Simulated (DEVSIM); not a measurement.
Structure: Ti/SiO2/p-Si capacitor, at 400 K.

```tsv
layer (left to right)	material	thickness (nm)	Na (cm⁻³)
1	SiO2	2.90	-
2	Si	13000	2e15
```

Metal gate on the left, work function 4.33 eV. Fixed charge at the semiconductor interface -8.4e10 cm⁻² (in units of +e); no interface traps.

This is a model device: material constants are rounded textbook-type values typed into the input, and sizes, dopings and lifetimes were drawn at random. Values at 300 K; Nc and Nv go as T^1.5, mobilities as T to minus their exponent, the gap by Varshni's rule with the affinity fixed.

| parameter | SiO2 | Si |
|---|---|---|
| gap (eV) | 9 | 1.124 |
| affinity (eV) | 0.9 | 4.05 |
| permittivity | 3.9 | 11.7 |
| Nc (cm⁻³) | - | 2.86e19 |
| Nv (cm⁻³) | - | 3.1e19 |
| Varshni α (eV/K) | - | 0.000473 |
| Varshni β (K) | - | 636 |

DEVSIM, 1D Poisson equation in equilibrium, Boltzmann statistics, complete ionisation; no quantum confinement or tunnelling. Metal contacts follow the ideal Schottky-Mott rule: no Fermi-level pinning, no interface dipoles.

The interface trap density was swept, all else fixed.

```json
[
 {"interface trap density (cm^-2 eV^-1)": "0", "flat-band voltage (V)": "-0.46", "minimum of the low-frequency capacitance (μF/cm²)": "0.0265"},
 {"interface trap density (cm^-2 eV^-1)": "1e10", "flat-band voltage (V)": "-0.46", "minimum of the low-frequency capacitance (μF/cm²)": "?"},
 {"interface trap density (cm^-2 eV^-1)": "1e11", "flat-band voltage (V)": "-0.46", "minimum of the low-frequency capacitance (μF/cm²)": "0.0417"},
 {"interface trap density (cm^-2 eV^-1)": "3e11", "flat-band voltage (V)": "-0.47", "minimum of the low-frequency capacitance (μF/cm²)": "0.0709"},
 {"interface trap density (cm^-2 eV^-1)": "1e12", "flat-band voltage (V)": "-0.51", "minimum of the low-frequency capacitance (μF/cm²)": "0.162"},
 {"interface trap density (cm^-2 eV^-1)": "2e12", "flat-band voltage (V)": "-0.57", "minimum of the low-frequency capacitance (μF/cm²)": "0.269"}
]
```

Problem. Complete the blanks.

Solution. 
- 1e10, minimum of the low-frequency capacitance (μF/cm²): 0.0280
